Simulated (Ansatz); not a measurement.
## Input and output of a self-consistent single point for InSb (F-43m, 2 atoms in the cell) (Ansatz)

Method: PBE (plane waves, PAW; Ansatz, a program for electronic structure).

Input as run:

Ansatz 0.2 input:
```yaml
crystal:
  lattice:
    - [0.000000, 3.346791, 3.346791]
    - [3.346791, 0.000000, 3.346791]
    - [3.346791, 3.346791, 0.000000]
  atoms:
    - { symbol: In, position: [0.000000, 0.000000, 0.000000] }
    - { symbol: Sb, position: [0.250000, 0.250000, 0.250000] }
basis:
  ecutwfc: 420.0
kpoints:
  mp_grid: { grid: [9, 9, 9] }
hamiltonian:
  xc: pbe
  pseudopotentials: { kind: paw }
scf:
  occupations: { method: fermi_dirac, width: 0.1 }
output:
  forces: true
  eigenvalues: true
  stress: true
```

Output, abridged:

```
WARN ansatz: RAYON_NUM_THREADS=1 ignored (pool sized by the plan → 1); use --threads N
Pseudopotentials: kind: paw
Pseudopotential: In, paw, valence charge 13
Pseudopotential: Sb, paw, valence charge 15
Crystal: 2 atoms, lattice volume = 74.975 Å³
Basis set: ecut = 420 eV, 1459 PW (Γ), exchange–correlation on 64×64×64 points (8 copies of the dense FFT grid, shifted against one another)
Bands: 18, of which v1, the nominal top of the filled ones, is band 14 counted from 1 (13 counted from 0)
Symmetry: 24 space group operations
Space group: F-43m (ITA 216), of the structure as read, at distance tolerance 4.2e-5 Å
k-points: 35 of 729 (time reversal used)
Initial density: superposition of atomic densities (neutral atoms: chi_scale 0, normalization atom), corrected by the library's trained network
Initial wavefunctions: pseudopotential atomic-orbital guess
Eigensolver: davidson
Functional: x = pbe(κ = 0.804, μ = 0.2195149727645171), c = pbe(β = 0.06672455060314922)
SCF iter   1: F=—  HF=-12082.583655 eV  |F-HF|=—  |Δ(HF+E_count)|=         —  Δρ=1.52e-3  dr2=4.31e-3  ethr=1.77e-3  ⟨swp⟩=6.1  Hψ=3215  notcnv=0
all-band conjugate gradients solve this SCF's bands
preconditioner: auto → none
SCF iter   2: F=—  HF=-12082.581244 eV  |F-HF|=—  |Δ(HF+E_count)|=   2.41e-3  Δρ=7.22e-4  dr2=4.98e-4  ethr=1.54e-5  ⟨swp⟩=2.0  Hψ=1232  notcnv=0
SCF iter   3: F=—  HF=-12082.581328 eV  |F-HF|=—  |Δ(HF+E_count)|=   8.39e-5  Δρ=2.23e-4  dr2=5.68e-5  ethr=1.78e-6  ⟨swp⟩=2.0  Hψ=943  notcnv=0
SCF iter   4: F=—  HF=-12082.581420 eV  |F-HF|=—  |Δ(HF+E_count)|=   9.19e-5  Δρ=8.07e-5  dr2=4.78e-6  ethr=2.03e-7  ⟨swp⟩=2.0  Hψ=775  notcnv=0
SCF iter   5: F=—  HF=-12082.581436 eV  |F-HF|=—  |Δ(HF+E_count)|=   1.60e-5  Δρ=4.00e-5  dr2=8.15e-7  ethr=1.71e-8  ⟨swp⟩=2.0  Hψ=1128  notcnv=0
SCF iter   6: F=—  HF=-12082.581436 eV  |F-HF|=—  |Δ(HF+E_count)|=   3.82e-7  Δρ=1.69e-5  dr2=1.34e-7  ethr=2.91e-9  ⟨swp⟩=3.0  Hψ=1296  notcnv=0
SCF iter   7: F=-12082.581436 eV  HF=-12082.581436 eV  |F-HF|=5.98e-9  |Δ(HF+E_count)|=   1.39e-8  Δρ=3.93e-6  dr2=7.21e-9  ethr=3.57e-10  ⟨swp⟩=5.9  Hψ=2855  notcnv=0
SCF 1 converged in 7 iterations: F = -12082.581436 eV  dr2 = 7.21e-9
SCF converged after 7 iterations
Free energy (F): -12082.581436 eV
Harris-Foulkes:  -12082.581436 eV  (|F-HF|=5.98e-9)
Internal energy: -12082.578260 eV  (E = F + TS)
E sigma→0 (E₀):  -12082.579848 eV
Entropy (-TS):   -0.003176 eV (-1.588 meV/atom)
Fermi energy:    6.354066 eV
--- Per-component energies (eV) ---
  E_band       = -288.517136
  E_kinetic    = 448.463282
  E_local      = -3321.761685  (includes V_loc(G=0)·N_el)
  E_nonlocal   = 729.563315
  E_hartree    = 1424.306762
  E_xc         = -352.746357
  E_vxc        = -194.192882  (∫ρ·V_xc dr)
  E_paw        = -8730.936900  (= ΣΔE_a)
  E_vpaw       = -799.198495  (= ΣTr[D̂ρ^β])
  E_aug_tail   = 0.000024  (compensation charges beyond the density's cutoff)
  E_ewald      = -2279.466702
  E_smearing   = -0.003176  (= −TS)
  E_closure    = -0.000000  (closes the sum)
  Σ components = -12082.581436   (vs F -12082.581436, Δ=0.00e0)
--- Forces (eV/Å), atoms counted from 1 ---
  atom   1  In     0.00000000    -0.00000000    -0.00000000
  atom   2  Sb    -0.00000000     0.00000000    -0.00000000
  max |Σ_I F_I| component: 4.63e-17 eV/Å
--- Stress (GPa, compression-positive) ---
       -0.893045       0.000000      -0.000000
        0.000000      -0.893045       0.000000
       -0.000000       0.000000      -0.893045
  P = ⅓ Tr σ = -0.8930 GPa (-8.930 kbar)
  The stress holds the Pulay correction. Without it, at fixed plane waves, as pw.x and ABINIT print it: P = -0.9216 GPa
--- Band table (eV; the first three rows and the last of 35) ---
  k-point 0: bands = ["-22.2427", "-22.2427", "-22.2427", "-22.2319", "-22.2319", "-8.2196", "-8.2196", "-8.2196", "-8.1590", "-8.1590", "-3.9411", "5.4661", "6.2000", "6.2000", "6.2000", "9.1737", "9.1737", "9.1737"]
  k-point 1: bands = ["-22.2427", "-22.2426", "-22.2426", "-22.2319", "-22.2319", "-8.2233", "-8.2178", "-8.2178", "-8.1591", "-8.1591", "-3.8446", "4.4142", "6.0591", "6.0591", "6.8048", "9.3719", "9.3781", "9.3781"]
  k-point 2: bands = ["-22.2427", "-22.2424", "-22.2424", "-22.2318", "-22.2318", "-8.2327", "-8.2134", "-8.2134", "-8.1592", "-8.1592", "-3.5714", "3.0433", "5.7668", "5.7668", "6.9092", "9.7633", "9.7633", "10.3030"]
  k-point 34: bands = ["-22.2427", "-22.2422", "-22.2414", "-22.2319", "-22.2312", "-8.2654", "-8.1987", "-8.1913", "-8.1651", "-8.1576", "-2.3416", "0.8279", "3.6460", "4.0723", "9.1732", "9.7857", "10.4353", "11.6543"]
```

The run converged in 7 iterations.

The starting cell comes from a database of computed structures (which also holds hypothetical and non-ambient phases and stackings), without a prior relaxation at this level. Its lattice was rescaled by a random factor within 2.5 % of one. Spin-orbit coupling is off. Ansatz's pressure includes its estimate of the finite-basis (Pulay) stress. The run gives no clean gap (levels at the Fermi energy touch, overlap or are partly filled at this smearing), which alone does not show that the compound is a metal.
